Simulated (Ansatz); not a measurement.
Cost and result by functional for the adsorption energy of NH3 on the 1x1 (10-10) surface of wurtzite ZnO (cut with top plane O + Zn), one in a 2x1 cell, started at the site 'top O', in Ansatz (plane waves, PAW). Single points on the PBE structure, on one kind of machine; costs are rough ratios of the slab run's core time (references not counted) to the cheapest single point. r2SCAN's cost holds its higher cutoff (500 against 420 eV). Differences are taken against HSE06 for comparison alone: no measured value is at hand, so the table doesn't rank accuracy. HSE06 ran on a coarser k-mesh, which lowers its cost and may carry part of its shift.

Host crystal: wurtzite ZnO, with a band gap (PBE, scalar-relativistic without spin-orbit coupling).

Model: 36-atom slab, 9.4 Å thick at the start under the adsorbate (thin: gaps and levels are the slab's own), 3x4x1 mesh, Fermi-Dirac 0.01 eV, dipole correction, 16 atoms held, the rest relaxed; no symmetry held; no spin, no spin-orbit, no U, no dispersion correction. At the end it is bonded to Zn. In PBE it is, or lies within 0.03 eV of, the lowest of the starts that converged. These notes are the PBE run's. Adsorption energies are against NH3(g). A negative adsorption energy means that the adsorbate is more stable on the surface than in its reference.

```
functional                     relative cost  adsorption energy (eV)  less HSE06 (eV)
-----------------------------  -------------  ----------------------  ---------------
RPBE                                       1                   -0.79             0.26
r2SCAN                                     2                   -1.17            -0.12
HSE06                                     30                   -1.05             0.00
PBE (the relaxed run's value)              –                   -1.03             0.02
```

The values span 0.39 eV, while the single points' costs differ by a factor of roughly 30. Differences are of unrounded values.

Ansatz is a quantum-chemistry and plane-wave program.
